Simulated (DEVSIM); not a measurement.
Structure: Schottky contact on n-type β-Ga2O3, at 250 K.

Layer 1 from the left is β-Ga2O3, thickness (μm) 0.350, Nd (cm⁻³) 5e15, τn (s) 5e-8, τp (s) 5e-8.

Left contact: Schottky, work function 5.66 eV, emission velocity 2.3e6 cm/s. Right contact: ohmic. Voltage is applied to the left contact. Recombination: SRH at mid-gap, radiative. Mobility is constant in doping.

Constants are typed, rounded textbook-type inputs, not results; the design itself was drawn at random and stands for no fabricated device. Values at 300 K; Nc and Nv go as T^1.5, mobilities as T to minus their exponent, the gap by Varshni's rule with the affinity fixed.

β-Ga2O3: gap (eV) 4.8, affinity (eV) 4, permittivity 10, Nc (cm⁻³) 3.7e18, Nv (cm⁻³) 5e20, μn (cm²/Vs) 160, μp (cm²/Vs) 1, T exponent of μn 1.8, T exponent of μp 1.5, B (cm³/s) 1e-12, Varshni α (eV/K) 0.0004, Varshni β (K) 600.

DEVSIM, 1D drift-diffusion, Boltzmann statistics, complete ionisation; no tunnelling, impact ionisation, image-force lowering or self-heating. Metal contacts follow the ideal Schottky-Mott rule: no Fermi-level pinning, no interface dipoles.

Dark forward current:

| |V| (V) | |J| (A/cm²) |
|---|---|
| 0.75 | 3.670e-13 |
| 0.80 | 3.704e-12 |
| 0.85 | 3.736e-11 |
| 0.90 | 3.764e-10 |
| 0.95 | 3.789e-9 |
| 1.00 | 3.808e-8 |
| 1.05 | 3.820e-7 |
| 1.10 | 3.823e-6 |
| 1.15 | 3.813e-5 |
| 1.20 | 0.0003786 |
| 1.25 | 0.003732 |
| 1.30 | 0.03636 |
| 1.35 | 0.3463 |
| 1.40 | 3.104 |
| 1.45 | 22.69 |
| 1.50 | 100.3 |
| 1.55 | 253.0 |
| 1.60 | 453.9 |
| 1.65 | 679.4 |
| 1.70 | 917.5 |
| 1.75 | 1162 |
| 1.80 | 1411 |
| 1.85 | 1662 |
| 1.90 | 1914 |
| 1.95 | 2166 |

Question: Work out the local ideality factor n = ΔV / (kT/q · ln(J2/J1)) between the rows 0.75 and 0.80 V, 1.90 and 1.95 V.

Answer: kT/q = 21.54 mV. From 0.75 to 0.80 V: ln(3.704e-12/3.670e-13) = 2.312, n = 1.00, near the 1 of diffusion or emission over a barrier. From 1.90 to 1.95 V: ln(2166/1914) = 0.124, n = 18.77; the layers' resistance at their doping, Σ W/(qμN) = 0.00020 Ω cm², would take 50 mV of this step of 50 mV.

Question: Estimate the current at 1.05 V for emission alone, J0 = q v N_band exp(−φB/kT), and read the barrier back from the simulated current.

Answer: φB = 1.660 eV, N_band = 2.81e18 cm⁻³, J0 = 3.52e-28 A/cm²; J = J0 (exp(qV/kT) − 1) = 5.21e-7 A/cm². The simulation gives 3.82e-7 A/cm²; the estimate lies 36 % above. Read backwards, the simulated current gives an apparent barrier of 1.667 eV. The estimate leaves out transport through the depletion region and minority injection.
